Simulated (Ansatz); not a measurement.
SiC: response to strain

The parent structure is SiC in the wurtzite structure (space group P6_3mc, No. 186).

```
SiC
1.0
    3.07595     0.00000     0.00000
   -1.53798     2.66385     0.00000
    0.00000     0.00000     5.04778
Si C
2 2
Cartesian
  0.00000   1.77590   5.04572
  1.53798   0.88795   2.52183
  0.00000   1.77590   1.89498
  1.53798   0.88795   4.41887
```

Cartesian axes are those of the cell as printed.

Strains are applied to the cell and any free atomic positions relax; under biaxial strain the out-of-plane vector relaxes too.

Method: PBEsol/PAW in Ansatz (a program for electronic structure), no spin-orbit coupling.

```tsv
variant	electron mass	out-of-plane strain	band gap
base	0.26 mₑ along c, 0.43 mₑ across (at K)	–	2.12 eV
biaxial strain −3.00 %, plane normal [001], relaxed out of plane	0.25 mₑ out of plane, 0.40 mₑ in plane (at K)	+0.68 %	1.69 eV
biaxial strain −2.40 %, plane normal [001], relaxed out of plane	0.26 mₑ out of plane, 0.42 mₑ in plane (at K)	+0.53 %	1.79 eV
biaxial strain −1.80 %, plane normal [001], relaxed out of plane	0.26 mₑ out of plane, 0.42 mₑ in plane (at K)	+0.40 %	1.88 eV
biaxial strain −1.20 %, plane normal [001], relaxed out of plane	0.26 mₑ out of plane, 0.42 mₑ in plane (at K)	+0.26 %	1.97 eV
biaxial strain −0.60 %, plane normal [001], relaxed out of plane	0.26 mₑ out of plane, 0.42 mₑ in plane (at K)	+0.13 %	2.05 eV
```

Masses are band curvatures over ±0.01 Å⁻¹ around the edge. Stability against distortions was not tested.
